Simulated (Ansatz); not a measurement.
The starting structures come from a database of crystals and need not be the phases stable at ambient conditions.

 Where the default PAW files enter, the runs use the earlier of Ansatz's two default sets.

**Evanescent states of TePbO₃ (P4_1, not sure to be the ambient phase, 20 atoms a cell, 17.2 Å³ an atom, -2 GPa at this level) along the normal of (001)**

The numbers are results of r2SCAN (plane waves, PAW; Ansatz, a program for electronic structure), not measurements.

The gap is the functional's own. No spin-orbit coupling. Mid-gap values are interpolated on the energy grid.

Energies count from the valence-band top; κ is the least over a 6×6 mesh across the current.

```json
[
 {"E (eV)": "0.07", "κ (1/Å)": "0.200", "where": "off Γ"},
 {"E (eV)": "0.23", "κ (1/Å)": "0.264", "where": "off Γ"},
 {"E (eV)": "0.38", "κ (1/Å)": "0.298", "where": "off Γ"},
 {"E (eV)": "0.53", "κ (1/Å)": "0.316", "where": "off Γ"},
 {"E (eV)": "0.68", "κ (1/Å)": "0.331", "where": "off Γ"},
 {"E (eV)": "0.82", "κ (1/Å)": "0.343", "where": "off Γ"},
 {"E (eV)": "0.97", "κ (1/Å)": "0.352", "where": "off Γ"},
 {"E (eV)": "1.12", "κ (1/Å)": "0.360", "where": "off Γ"},
 {"E (eV)": "1.27", "κ (1/Å)": "0.366", "where": "off Γ"},
 {"E (eV)": "1.43", "κ (1/Å)": "0.370", "where": "off Γ"},
 {"E (eV)": "1.57", "κ (1/Å)": "0.369", "where": "off Γ"},
 {"E (eV)": "1.73", "κ (1/Å)": "0.361", "where": "off Γ"},
 {"E (eV)": "1.88", "κ (1/Å)": "0.350", "where": "off Γ"},
 {"E (eV)": "2.02", "κ (1/Å)": "0.337", "where": "off Γ"},
 {"E (eV)": "2.17", "κ (1/Å)": "0.322", "where": "off Γ"},
 {"E (eV)": "2.33", "κ (1/Å)": "0.304", "where": "off Γ"},
 {"E (eV)": "2.48", "κ (1/Å)": "0.281", "where": "off Γ"},
 {"E (eV)": "2.62", "κ (1/Å)": "0.253", "where": "off Γ"},
 {"E (eV)": "2.77", "κ (1/Å)": "0.215", "where": "off Γ"},
 {"E (eV)": "2.92", "κ (1/Å)": "0.157", "where": "off Γ"}
]
```

**Question.** How thick must the barrier be to attenuate the transmission by 10^8 when the electrodes' Fermi level lies at 1.43 eV, and what attenuation does that film give at 2.33 eV?

**Answer.** d = 8 ln 10 / (2 × 0.370) = 24.9 Å. At 2.33 eV it gives 8 × 0.304/0.370 = 6.6 decades.
